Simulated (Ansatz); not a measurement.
The starting structures come from a database of crystals and need not be the phases stable at ambient conditions.

Tunnelling through a barrier is set by its complex band structure: the current falls as exp(−2κd) with the smallest κ.

Input:

```yaml
crystal:
  lattice:
    - [4.20269, 0.00000, 0.00000]
    - [0.00000, 5.77363, 0.00000]
    - [0.00000, -1.46842, 3.84707]
  atoms:
    - { symbol: Rb, position: [0.73894, 0.72358, 0.36179] }
    - { symbol: Rb, position: [0.23894, 0.27642, 0.63821] }
    - { symbol: H, position: [0.60321, 0.06450, 0.03225] }
    - { symbol: H, position: [0.10321, 0.93550, 0.96775] }
    - { symbol: O, position: [0.76246, 0.19642, 0.09821] }
    - { symbol: O, position: [0.26246, 0.80358, 0.90179] }
```

Space group of this cell: Cmc2_1. The cell is taken as given.

Transport runs along the normal of the first two printed cell vectors.

No gap correction and no spin-orbit coupling; mid-gap values are interpolated between computed energies.

Predict the band gap and the smallest decay constant κ at mid-gap from PBEsol (Ansatz, a quantum-chemistry and plane-wave program).

Gap 3.58 eV on a 8×8×8 mesh; κ = 0.350 1/Å, at the zone centre.
